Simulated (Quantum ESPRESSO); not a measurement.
Quantum ESPRESSO run on ZnNi (Pm-3m, 2 atoms in the cell): self-consistent single point.

Level of theory: PBEsol, PseudoDojo standard norm-conserving (PBESOL) pseudopotentials (plane waves; Quantum ESPRESSO).

```xyz
2
Lattice="2.8891 0.0000 0.0000 0.0000 2.8891 0.0000 0.0000 0.0000 2.8891" Properties=species:S:1:pos:R:3 pbc="T T T"
Zn     1.4446     1.4446     1.4446
Ni     0.0000     0.0000     0.0000
```

Reference input (self-consistent single point, DFT, PBEsol, plane waves, PseudoDojo standard norm-conserving (PBESOL) pseudopotentials): ecutwfc = 100 Ry; occupations = smearing; smearing = gauss; degauss = 0.0073499 Ry; potentials = {Zn: Zn.upf, Ni: Ni.upf}; K_POINTS = automatic 9 9 9 0 0 0; conv_thr = 1e-09 Ry. This run's input differs from it in these lines:

```diff
@@ -28,3 +28,3 @@
 K_POINTS automatic
-9 9 9  0 0 0
+8 8 8  0 0 0
```

The program printed (abridged):

```
     Self-consistent Calculation

     iteration #  1     ecut=   100.00 Ry     beta= 0.70

     total energy              =    -752.72466845 Ry
     estimated scf accuracy    <       0.64635383 Ry

     iteration #  2     ecut=   100.00 Ry     beta= 0.70

     total energy              =    -752.20226722 Ry
     estimated scf accuracy    <       7.78303365 Ry

     iteration #  3     ecut=   100.00 Ry     beta= 0.70

     total energy              =    -753.16448324 Ry
     estimated scf accuracy    <       0.04214040 Ry

   [... 5 blocks of this kind left out ...]

     iteration #  9     ecut=   100.00 Ry     beta= 0.70

     total energy              =    -753.17218837 Ry
     estimated scf accuracy    <          1.4E-09 Ry

     iteration # 10     ecut=   100.00 Ry     beta= 0.70
     End of self-consistent calculation

     the Fermi energy is    17.4793 ev

!    total energy              =    -753.17218837 Ry
     estimated scf accuracy    <          7.1E-11 Ry
     smearing contrib. (-TS)   =      -0.00068359 Ry
     internal energy E=F+TS    =    -753.17150478 Ry

     convergence has been achieved in  10 iterations

     Forces acting on atoms (cartesian axes, Ry/au):

     atom    1 type  1   force =     0.00000000    0.00000000    0.00000000
     atom    2 type  2   force =     0.00000000    0.00000000    0.00000000

     Total force =     0.000000     Total SCF correction =     0.000000

          total   stress  (Ry/bohr**3)                   (kbar)     P=      -76.53
  -0.00052021   0.00000000   0.00000000          -76.53        0.00        0.00
   0.00000000  -0.00052021   0.00000000            0.00      -76.53        0.00
   0.00000000   0.00000000  -0.00052021            0.00        0.00      -76.53

   JOB DONE.
```

The run converged in 10 iterations. Against the reference run the free energy falls by 3.4 meV/atom and the pressure goes from -7.53 to -7.65 GPa.

The starting cell comes from a database of computed structures (which also holds hypothetical and non-ambient phases and stackings), without a prior relaxation at this level. Spin polarisation is off. With a pressure of about -8 GPa the cell is away from its equilibrium volume at this level.

Cost on one core of a shared machine: roughly 30 s.
